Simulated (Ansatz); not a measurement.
System: Sc (Fm-3m, No. 225, 1 atom in the cell; start mp-36; another form than the element's usual one). Method: PBEsol (Ansatz, a program for electronic structure, PAW).

The input as run:

Ansatz 0.2 input:
```yaml
crystal:
  lattice:
    - [0.0, 2.2918700741, 2.2918700741]
    - [2.2918700741, 0.0, 2.2918700741]
    - [2.2918700741, 2.2918700741, 0.0]
  atoms:
    - { symbol: Sc, position: [0.0, 0.0, 0.0] }
basis:
  ecutwfc: 520
  ecutrho_ratio: 4
  xc_grid: 2
kpoints:
  mp_grid: { grid: [20, 20, 20] }
hamiltonian:
  xc: pbesol
  dispersion: none
  pseudopotentials: { azcp: { folder: ./paw }, kind: paw }
scf:
  occupations: { method: fermi_dirac, width: 0.05 }
output:
  forces: false
  stress: true
  eigenvalues: true
relax:
  f_tol: 0.004
  escape_saddle: false
  max_steps: 80
```

Excerpt of the program's output:

```
WARN output.stress: scf.convergence.dr2_threshold = 1e-7 eV (the SCF's general default) is looser than the 1e-10 eV advised for a printed stress (1e-10 eV for …
Relaxation: its limit of steps is 80 (relax.max_steps)
Crystal: 1 atoms, lattice volume = 24.077 Å³
Basis set: ecut = 520 eV, 645 PW (Γ), exchange–correlation on 50×50×50 points (8 copies of the dense FFT grid, shifted against one another)
Bands: 10, of which v1, the nominal top of the filled ones, is band 6 counted from 1 (5 counted from 0)
Symmetry: 48 space group operations
Space group: Fm-3m (ITA 225), of the structure as read, at distance tolerance 2.9e-5 Å
k-points: 256 of 8000
Initial density: superposition of atomic densities (chi_scale 0.1, normalization cell)
Functional: x = pbesol(κ = 0.804, μ = 0.12345679012345678), c = pbesol(β = 0.046)
SCF iter   1: F=—  HF=-2111.399200 eV  |F-HF|=—  |Δ(HF+E_count)|=         —  Δρ=2.45e-2  dr2=1.92e-1
SCF iter   2: F=—  HF=-2111.344817 eV  |F-HF|=—  |Δ(HF+E_count)|=   5.44e-2  Δρ=1.11e-2  dr2=4.41e-2
  ...
SCF iter   5: F=—  HF=-2111.330857 eV  |F-HF|=—  |Δ(HF+E_count)|=   8.81e-6  Δρ=7.53e-6  dr2=6.54e-9
SCF iter   6: F=-2111.330857 eV  HF=-2111.330857 eV  |F-HF|=6.75e-10  |Δ(HF+E_count)|=   2.05e-9  Δρ=1.85e-6  dr2=8.58e-10
SCF 1 converged in 6 iterations: F = -2111.330857 eV  dr2 = 8.58e-10
relax step   1: F+E_penalty+E_count = -2111.33085676 eV  Δ(F+E_penalty+E_count) = +0.000e0 eV  max|allowed force component| = 0.000e0 eV/Å  Δτ_max = 0.0000 Å  (6 SCF iters, accepted)
SCF converged after 6 iterations
Free energy (F): -2111.330857 eV
Internal energy: -2111.315081 eV  (E = F + TS)
E sigma→0 (E₀):  -2111.322969 eV
Fermi energy:    9.345977 eV
--- Forces (eV/Å), atoms counted from 1 ---
  atom   1  Sc    -0.00000000     0.00000000    -0.00000000
--- Stress (GPa, compression-positive) ---
       -1.043740       0.000000      -0.000000
        0.000000      -1.043740       0.000000
        0.000000       0.000000      -1.043740
  P = ⅓ Tr σ = -1.0437 GPa (-10.437 kbar)
```

The cell is one volume of an energy–volume scan, off the minimum.

The PAW data were made under PBE.

Note: the relaxation could not lower the start's symmetry, so the cell can be a saddle point above a distorted one.

A start named mp-… is a Materials Project structure, which need not be a measured phase.
